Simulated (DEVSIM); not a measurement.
System: abrupt In0.53Ga0.47As n-p junction, at 300 K.

| layer (left to right) | material | thickness (μm) | Nd (cm⁻³) | Na (cm⁻³) | τn (s) | τp (s) |
|---|---|---|---|---|---|---|
| 1 | In0.53Ga0.47As | 14.0 | 5.4e16 | - | 1e-8 | 1e-8 |
| 2 | In0.53Ga0.47As | 200 | - | 7.9e14 | 1e-8 | 1e-8 |

Left contact: ohmic. Right contact: ohmic. Voltage is applied to the left contact. Recombination: SRH at mid-gap. Mobility is constant in doping.

This is a model device: material constants are rounded textbook-type values typed into the input, and sizes, dopings and lifetimes were drawn at random. Values at 300 K.

| parameter | In0.53Ga0.47As |
|---|---|
| gap (eV) | 0.74 |
| affinity (eV) | 4.51 |
| permittivity | 13.9 |
| Nc (cm⁻³) | 2.1e17 |
| Nv (cm⁻³) | 7.7e18 |
| μn (cm²/Vs) | 12000 |
| μp (cm²/Vs) | 300 |

DEVSIM, 1D drift-diffusion, Boltzmann statistics, complete ionisation; no tunnelling, impact ionisation, image-force lowering or self-heating.

The minority lifetime in layer 2 was swept, all else fixed.

```json
[
 {"minority lifetime in layer 2 (s)": "3e-10", "dark forward voltage at 1 A/cm² (V)": "0.748"},
 {"minority lifetime in layer 2 (s)": "1e-9", "dark forward voltage at 1 A/cm² (V)": "0.753"},
 {"minority lifetime in layer 2 (s)": "3e-9", "dark forward voltage at 1 A/cm² (V)": "0.749"},
 {"minority lifetime in layer 2 (s)": "1e-8", "dark forward voltage at 1 A/cm² (V)": "0.720"},
 {"minority lifetime in layer 2 (s)": "3e-8", "dark forward voltage at 1 A/cm² (V)": "(withheld)"},
 {"minority lifetime in layer 2 (s)": "1e-7", "dark forward voltage at 1 A/cm² (V)": "0.540"},
 {"minority lifetime in layer 2 (s)": "3e-7", "dark forward voltage at 1 A/cm² (V)": "0.458"}
]
```

Q: Some entries are withheld; supply them.

A: 
- 3e-8, dark forward voltage at 1 A/cm² (V): 0.647
